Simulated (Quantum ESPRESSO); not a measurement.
**Habitual settings against a tight run: LaGa₂ (P6/mmm, 3 atoms in the cell)**

Self-consistent single point.

```
CELL_PARAMETERS angstrom
      4.39735     0.00000     0.00000
     -2.19868     3.80822     0.00000
      0.00000     0.00000     4.59926
ATOMIC_POSITIONS crystal
  La 0.00000 0.00000 0.00000
  Ga 0.33333 0.66667 0.50000
  Ga 0.66667 0.33333 0.50000
```

Level of theory: PBEsol, GBRV 1.5 ultrasoft (PBESOL) pseudopotentials (plane waves; Quantum ESPRESSO 7.5).

Base settings: ecutwfc = 50 Ry; ecutrho = 250 Ry; occupations = smearing; smearing = cold; degauss = 0.0147 Ry; potentials = {La: la_pbesol_v1.uspp.F.UPF, Ga: ga_pbesol_v1.4.uspp.F.UPF}; K_POINTS = automatic 9 9 7 0 0 0; conv_thr = 1e-10 Ry; mixing_beta = 0.4.

Tight run (finer mesh or higher cutoff; not a proven limit): ecutwfc: 50 Ry → 70 Ry; ecutrho: 250 Ry → 350 Ry; conv_thr: 1e-10 Ry → 7.3e-11 Ry; K_POINTS: automatic 9 9 7 0 0 0 → automatic 13 13 10 0 0 0. It gave Fermi level (on the code's own zero) 10.22 eV; pressure -6.35 GPa.

Quick runs, as changes from the base:
- A: the base itself
- B: ecutwfc: 50 Ry → 30 Ry; ecutrho: 250 Ry → 150 Ry; K_POINTS: automatic 9 9 7 0 0 0 → automatic 1 1 1 0 0 0
- C: ecutwfc: 50 Ry → 30 Ry; ecutrho: 250 Ry → 150 Ry; smearing: cold → gauss; degauss: 0.0147 Ry → 0.019992 Ry; pseudopotentials: {La: la_pbesol_v1.uspp.F.UPF, Ga: ga_pbesol_v1.4.uspp.F.UPF} → {La: la_lda_v1.uspp.F.UPF, Ga: ga_lda_v1.4.uspp.F.UPF}; K_POINTS: automatic 9 9 7 0 0 0 → automatic 3 3 3 0 0 0 [LDA (PZ)]
- D: ecutwfc: 50 Ry → 35 Ry; ecutrho: 250 Ry → 175 Ry; degauss: 0.0147 Ry → 0.019992 Ry; pseudopotentials: {La: la_pbesol_v1.uspp.F.UPF, Ga: ga_pbesol_v1.4.uspp.F.UPF} → {La: la_lda_v1.uspp.F.UPF, Ga: ga_lda_v1.4.uspp.F.UPF}; K_POINTS: automatic 9 9 7 0 0 0 → automatic 4 4 4 0 0 0 [LDA (PZ)]
- E: ecutwfc: 50 Ry → 40 Ry; ecutrho: 250 Ry → 200 Ry; K_POINTS: automatic 9 9 7 0 0 0 → automatic 2 2 2 0 0 0
- F: ecutwfc: 50 Ry → 25 Ry; ecutrho: 250 Ry → 125 Ry; K_POINTS: automatic 9 9 7 0 0 0 → automatic 8 8 8 1 1 1

Energies are extrapolated to zero smearing width, which holds to low order in the width alone (under cold and Methfessel-Paxton smearing the free energy itself is taken).

Dashes: energy of C, D, another energy zero.

† marks runs with another functional, U, potentials or spin treatment: their distance from the tight run is not a convergence error alone.

The count of work is k-points × plane waves × bands × iterations; it is no time. Core times come from one kind of shared machine and are given to one figure; runs under 30 s give none.

The starting cell comes from a database of computed structures (which also holds hypothetical and non-ambient phases and stackings), without a prior relaxation at this level. Its lattice was rescaled by a random factor within 2.5 % of one. In the base run, with a pressure of about -6 GPa the cell is away from its equilibrium volume at this level.

| run | energy less tight (meV/atom) | pressure less tight (GPa) | count of work / tight | core time / tight (rough) |
|---|---|---|---|---|
| A | 10.8 | 0.07 | 0.23 | 0.2 |
| B | 3022.3 | 1.02 | 0.0048 | 0.05 |
| C† | – | -5.72 | 0.014 | 0.05 |
| D† | – | -1.99 | 0.034 | 0.06 |
| E | 278.3 | -2.27 | 0.012 | 0.05 |
| F | 765.7 | -35.10 | 0.13 | 0.1 |

Among the runs at the tight run's level, the energy misses run from 10.8 to 3022.3 meV/atom.
